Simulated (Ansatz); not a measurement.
The starting structures come from a database of crystals and need not be the phases stable at ambient conditions.

Inside the gap of an insulator the Bloch states are evanescent, with a wavenumber k + iκ along the transport direction.

Here is the system:

```
CELL_PARAMETERS angstrom
      3.99359     0.00000     0.00000
     -1.99680     3.45855     0.00000
      0.00000     0.00000     6.58611
ATOMIC_POSITIONS crystal
  Ga 0.33333 0.66667 0.99998
  Ga 0.66667 0.33333 0.49998
  As 0.33333 0.66667 0.37402
  As 0.66667 0.33333 0.87402
```

Space group of this cell: P6_3mc, wurtzite. The cell is taken as given; by LDA its mean pressure is -2.4 GPa.

Transport runs along the normal of the first two printed cell vectors, the (001) plane of the conventional cell.

The gap is the functional's own, uncorrected, and κ follows it; spin-orbit coupling is left out. Mid-gap values are interpolated between the computed energies.

**Question.** State the band gap and the smallest decay constant κ at mid-gap according to LDA (Ansatz, a program for electronic structure).

**Answer.** Gap 0.24 eV on a 12×12×6 mesh; κ = 0.022 1/Å, at the zone centre.
